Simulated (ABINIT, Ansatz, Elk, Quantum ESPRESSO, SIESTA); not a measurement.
## Code comparison for CdF₂ (Fm-3m, 3 atoms in the cell)

Self-consistent single point.

```xyz
3
Lattice="0.0000 2.6919 2.6919 2.6919 0.0000 2.6919 2.6919 2.6919 0.0000" Properties=species:S:1:pos:R:3 pbc="T T T"
Cd     0.0000     0.0000     0.0000
F      1.3459     1.3459     1.3459
F      4.0378     4.0378     4.0378
```

Shared settings, as Ansatz (a quantum-chemistry and plane-wave program) writes them: kpoints.mp_grid.grid = 7 7 7; magnetization.spin_orbit = true; scf.occupations.method = fixed. Potentials and cutoffs stand in the table.

```csv
code,model,pressure (GPa),gap on the mesh (eV),cutoff
Elk,"PBE, spin-orbit coupling in second variation, all-electron FP-LAPW, Elk's shipped species files, LAPW+lo basis",–,3.207,rgkmax 8
SIESTA,"GGA PBE with spin-orbit coupling, numerical atomic orbitals DZP, PseudoDojo PBE fully relativistic norm-conserving potentials (rewritten from UPF to PSML)",–,3.204,grid 300 Ry
Quantum ESPRESSO,"PBE, spin-orbit coupling, PseudoDojo fully relativistic norm-conserving (PBE) pseudopotentials",5.64,3.187,105 Ry
ABINIT,"PBE, spin-orbit coupling, PAW (JTH v2.0 PBE PAW)",5.06,3.135,653 eV
Ansatz,"PBE with spin-orbit coupling, default PAW files",5.05,3.164,420 eV
```

A dash marks a value that a program does not give, or that is left out as unsure.

Gaps are read on the mesh.

The spread over the programs that give each value: pressure within 0.59 GPa; gap on the mesh within 0.072 eV.

SIESTA uses small atom-centred bases, whose incompleteness enters pressures, forces and empty levels differently from a plane-wave cutoff. Elk treats all electrons, but the usual bases taken here (sphere radii, linearisation, local orbitals, empty states) were not tested for convergence, so the values are no reference for the others. Ansatz's pressure is given at a fixed set of plane waves, as the other plane-wave codes print theirs; with its correction for the finite basis it is 5.72 GPa (the shift of 0.67 GPa shows how far the cutoff is from converged).

The starting cell comes from a database of computed structures (which also holds hypothetical and non-ambient phases and stackings), without a prior relaxation at this level. Its lattice was rescaled by a random factor within 2.5 % of one.

Left out of this page: FLEUR (with a known weakness of the program).

Keys are those of Ansatz 0.2.
